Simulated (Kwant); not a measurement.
Computed with Kwant: Hückel tight-binding model, one pz orbital an atom, one spin, coherent transport at 0 K. Conductance is in e²/h.

System: π system c1ccc2c(c1)-c1ccccc-21 between two chain leads. The π system is taken as planar. Atoms are numbered from 0 in the order of the SMILES. Site energies (eV, carbon 0): [0.0, 0.0, 0.0, 0.0, 0.0, 0.0, 0.0, 0.0, 0.0, 0.0, 0.0, 0.0]. Bonds (i, j, β in eV): (0,1,-2.7) (1,2,-2.7) (2,3,-2.7) (3,4,-2.7) (4,5,-2.7) (4,6,-2.7) (6,7,-2.7) (7,8,-2.7) (8,9,-2.7) (9,10,-2.7) (10,11,-2.7) (5,0,-2.7) (11,6,-2.7) (11,3,-2.7). Leads: chains of hopping −4.1 eV, joined by −0.81 eV to atoms 2 and 7.

Site energies and bond integrals are typed Hückel values.

Sweep values stay those of the base run.

One input was changed, with this effect: transmission at E = 0 < 1e-12 → 0.0062.

Problem. Which change was it?
A) contacts moved from atoms [2, 7] to [0, 10]
B) contacts moved from atoms [2, 7] to [0, 9]
C) contacts moved from atoms [2, 7] to [0, 7]
D) contacts moved from atoms [2, 7] to [0, 1]
E) contacts moved from atoms [2, 7] to [0, 5]
F) contacts moved from atoms [2, 7] to [0, 8]

Solution. D, contacts moved from atoms [2, 7] to [0, 1]
